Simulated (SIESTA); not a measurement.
Input and output of a self-consistent single point for FeNi₃ (Pm-3m, 4 atoms in the cell) (SIESTA).

Computed with GGA PBE, numerical atomic orbitals DZP, PseudoDojo PBE standard norm-conserving potentials (rewritten from UPF to PSML) (SIESTA 5.4.2).

The change in words: lattice scaled by 0.98. Reference geometry:
```xyz
4
Lattice="3.5898 0.0000 0.0000 0.0000 3.5898 0.0000 0.0000 0.0000 3.5898" Properties=species:S:1:pos:R:3 pbc="T T T"
Fe     0.0000     0.0000     0.0000
Ni     0.0000     1.7949     1.7949
Ni     1.7949     0.0000     1.7949
Ni     1.7949     1.7949     0.0000
```
Moments meant for the start (each program seeds them in its own way; μB, in the order of the atoms Fe Ni Ni Ni): 4.0 2.0 2.0 2.0.

Reference input (self-consistent single point, DFT, GGA PBE, numerical atomic orbitals DZP, PseudoDojo PBE standard norm-conserving potentials (rewritten from UPF to PSML)): XC.functional = GGA; XC.authors = PBE; potentials = PseudoDojo PBE standard; PAO.BasisSize = DZP; PAO.EnergyShift = 0.005 Ry; MeshCutoff = 300 Ry; kgrid.MonkhorstPack = 9 9 9; OccupationFunction = FD; ElectronicTemperature = 0.1 eV; Spin = polarized; DM.InitSpin = [1 +4.00, 2 +2.00, 3 +2.00, 4 +2.00]; MaxSCFIterations = 150. This run's input differs from it in these lines:

```diff
@@ -12,5 +12,5 @@
 %block LatticeVectors
-     3.589755000    0.000000000    0.000000000
-     0.000000000    3.589755000    0.000000000
-     0.000000000    0.000000000    3.589755000
+     3.517960000    0.000000000    0.000000000
+     0.000000000    3.517960000    0.000000000
+     0.000000000    0.000000000    3.517960000
 %endblock LatticeVectors
@@ -19,5 +19,5 @@
      0.000000000    0.000000000    0.000000000  1
-     0.000000000    1.794877500    1.794877500  2
-     1.794877500    0.000000000    1.794877500  2
-     1.794877500    1.794877500    0.000000000  2
+     0.000000000    1.758980000    1.758980000  2
+     1.758980000    0.000000000    1.758980000  2
+     1.758980000    1.758980000    0.000000000  2
 %endblock AtomicCoordinatesAndAtomicSpecies
```

Output (repeated stretches shortened):

```
        iscf     Eharris(eV)        E_KS(eV)     FreeEng(eV)     dDmax    Ef(eV) dHmax(eV)
   scf:    1   -17063.416633   -17096.759302   -17096.848699  0.698895 -2.453915 11.931305
     spin moment: {S} , |S| = {        0.0        0.0    6.22379 }     6.22379
   scf:    2   -17104.688652   -17102.025972   -17102.101481  0.167496 -3.127266  9.468591
     spin moment: {S} , |S| = {        0.0        0.0    5.92764 }     5.92764
   scf:    3   -17106.126540   -17104.397466   -17104.477305  0.105800 -3.573302  4.574080
     spin moment: {S} , |S| = {        0.0        0.0    5.80706 }     5.80706
   [... lines left out ...]
     spin moment: {S} , |S| = {        0.0        0.0    4.80899 }     4.80899
   scf:   20   -17105.907147   -17105.907145   -17106.012768  0.000017 -4.539914  0.000168
     spin moment: {S} , |S| = {        0.0        0.0    4.80912 }     4.80912
   scf:   21   -17105.907151   -17105.907148   -17106.012768  0.000020 -4.539879  0.000066
     spin moment: {S} , |S| = {        0.0        0.0    4.80932 }     4.80932
   scf:   22   -17105.907148   -17105.907148   -17106.012768  0.000001 -4.539876  0.000055
     spin moment: {S} , |S| = {        0.0        0.0    4.80932 }     4.80932
SCF Convergence by DM+H criterion
max |DM_out - DM_in|         :     0.0000010449
max |H_out - H_in|      (eV) :     0.0000548222
SCF cycle converged after 22 iterations

Using DM_out to compute the final energy and forces

siesta: E_KS(eV) =           -17105.9071

siesta: E_KS - E_eggbox =    -17105.9071

siesta: Atomic forces (eV/Ang):
     1   -0.000000    0.000000    0.000000
     2    0.000000    0.000000   -0.000000
     3   -0.000000    0.000000   -0.000000
     4   -0.000000   -0.000000    0.000000
   Tot   -0.000000    0.000000    0.000000
   Max    0.000000
   Res    0.000000    sqrt( Sum f_i^2 / 3N )
   Max    0.000000    constrained

Stress tensor Voigt[x,y,z,yz,xz,xy] (kbar):       12.54       12.54       12.54       -0.00        0.00        0.00
(Free)E + p*V (eV/cell)   -17106.3534
   [... lines left out ...]
siesta: FreeEng =    -17106.012768
siesta: Cell volume =         43.538423 Ang**3
siesta:         -12.53665857        -12.53665857  kBar
   [... lines left out ...]

             -0.106  -0.108  -0.113

mulliken: Qtot =       32.595

Mulliken Atomic Populations:
Atom #   charge [q] valence [e]      Sz [e]  Species
     1    -0.294182   16.294182    3.055635  Fe
     2     0.098061   17.901939    0.584562  Ni
     3     0.098061   17.901939    0.584562  Ni
     4     0.098061   17.901939    0.584562  Ni
 Total    -0.000000                4.809321
```

The run converged in 22 iterations. Against the reference run the free energy goes down by 28.3 meV/atom, the pressure goes from -11.54 to -1.25 GPa and the size of the net moment goes from 1.23 to 1.20 μB/atom.

The starting cell comes from a database of computed structures (which also holds hypothetical and non-ambient phases and stackings), without a prior relaxation at this level. Its lattice was rescaled by a random factor within 2.5 % of one. For this run, on top of that: lattice scaled by 0.98. The magnetic order is the one reached from the typed start; others were not searched systematically. Values carry the incompleteness of an atom-centred basis.

Cost on one core of a shared machine: roughly 4 min.
